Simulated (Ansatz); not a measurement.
Seebeck coefficient (μV/K, mean over directions) of n-type GaAlP2 (P-4m2) against carrier density, PBEsol, rigid bands run with Ansatz (a program for electronic structure). Computed gap 1.46 eV; densities at which minority carriers matter at this gap, or further valleys turn the trend, are left out. Conductivity mass 0.48 mₑ (harmonic mean over directions), N_c = 3.0e19 cm⁻³ at 300 K.

```tsv
electron density	300 K	500 K
1e16 cm⁻³	-911	-984
1e17 cm⁻³	[?]	-785
1e18 cm⁻³	-514	-587
3e18 cm⁻³	[?]	-493
1e19 cm⁻³	-319	-390
3e19 cm⁻³	-231	[?]
1e20 cm⁻³	-144	-203
3e20 cm⁻³	-81	-128
1e21 cm⁻³	-45	-73
```

Question: Some entries are withheld; supply them.

Answer: 
- 1e17 cm⁻³, 300 K: -713
- 3e18 cm⁻³, 300 K: -420
- 3e19 cm⁻³, 500 K: -298

Rigid bands with a gap fixed in temperature, one relaxation time for all states, no polarons or phonon drag, and whether or not such doping can be reached. Spin-orbit coupling is left out.

Computed structure, not matched to a measured one here, so possibly hypothetical: GaAlP2 (P-4m2).
